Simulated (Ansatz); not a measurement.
# HfO2 with two functionals, isotropic strain −3.29 %

Take HfO₂ (space group Pca2_1, No. 29; a = 5.294 Å, b = 5.070 Å, c = 5.102 Å) as the base.

(Cell as relaxed with PBE.)

Levels (all Ansatz, a first-principles code, PAW, earlier PAW set): PBE (420 eV, scalar-relativistic without spin-orbit coupling); r2SCAN (500 eV, without spin-orbit coupling).

Each level relaxes its own structure.

```csv
base,PBE,r2SCAN
volume per atom,11.41 Å³,11.13 Å³
band gap,4.39 eV,4.97 eV
```

Now apply this change: every lattice vector is shortened by 3.29 %; the atoms relax in the strained cell.

```csv
quantity,PBE,r2SCAN
energy relative to the base (free energy F),+78 meV/atom,___
"pressure (mean of the normal stresses, compression positive)",24.72 GPa,___
band gap,4.66 eV,___
```

Problem. Predict the r2SCAN column.

Solution. 
- energy relative to the base (free energy F), r2SCAN: +84 meV/atom
- pressure (mean of the normal stresses, compression positive), r2SCAN: 27.01 GPa
- band gap, r2SCAN: 5.25 eV

PBE's energy relative to the base lies 5.8 meV/atom below r2SCAN's; PBE's pressure lies 2.29 GPa below r2SCAN's; PBE's band gap lies 0.59 eV below r2SCAN's. Neither level is exact; r2SCAN is the comparison here, not a measurement.

With Hf present, leaving out spin-orbit coupling can change the band edges. Stability against distortions was not tested. This is not the structure that HfO2 has at room temperature and ambient pressure.
